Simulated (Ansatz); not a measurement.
## Cl on the Os site (Cl_Os) in hcp Os

Method: PBE, PAW (plane waves to 420 eV; Ansatz, a program for electronic structure). Cell and caveats: 48-site cell; 4×4×4 shifted k-points; start: the Os site; finite-size errors of tenths of an eV; the relaxation kept the symmetry of the starting site; flagged in the runs: a host that isn't quite at rest in this cell.

Neighbours after relaxation, in Å: of the Cl atom: Os 2.73, Os 2.73, Os 2.73, Os 2.73, Os 2.73, Os 2.73, Os 2.82, Os 2.82 (the shell may go on).

Formation energies E_f are those of the neutral cell. Chemical conditions: host crystal and elements as references (Δμ(Os) = 0.00 eV, Δμ(Cl) = 0.00 eV; Cl taken from its element, since no compound that bounds it was computed at this level; only phases computed here count, gases as isolated molecules at 0 K). Reference phases: Cl: Cl2 molecule in a box, Os: hcp Os.

| charge | moment (μB) | largest move off a lattice site (Å) | E_f, host crystal and elements as references (eV) |
|---|---|---|---|
| 0 | not spin-polarised | 0.08 | 5.73 |

Flagged in the runs: a host that isn't quite at rest in this cell.

All states together cost about 60 core-minutes (a rough figure).
